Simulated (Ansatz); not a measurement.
## Harmonic thermodynamics of BP in the zinc blende structure

Per mole of formula units at the relaxed static volume; finite displacements on a 8×8×8 mesh, PBEsol density-functional theory in Ansatz (plane waves, PAW), k mesh 8×8×8; sums on an interpolated 16×16×16 mesh. Dynamical quadrupoles are not included in the interpolation of the phonons between the solved wave vectors. Zero-point energy 19.55 kJ/mol.

```csv
T (K),F_vib (kJ/mol),S (J/mol/K),C_V (J/mol/K)
100,19.50,2.1,6.0
150,19.30,5.8,12.7
200,18.90,10.3,19.0
250,___,___,___
300,17.38,20.1,29.3
400,14.89,29.5,36.0
600,7.31,45.6,42.7
800,-3.12,58.3,45.6
1000,-15.85,68.7,47.1
```

Question: Complete the blanks.

Answer: 
- 250, F_vib (kJ/mol): 18.26
- 250, S (J/mol/K): 15.2
- 250, C_V (J/mol/K): 24.6

Whether this phase is the stable one at each condition was not tested.

The PAW data sets were generated under PBE and serve the other functionals too.

Ansatz is a program for electronic structure.
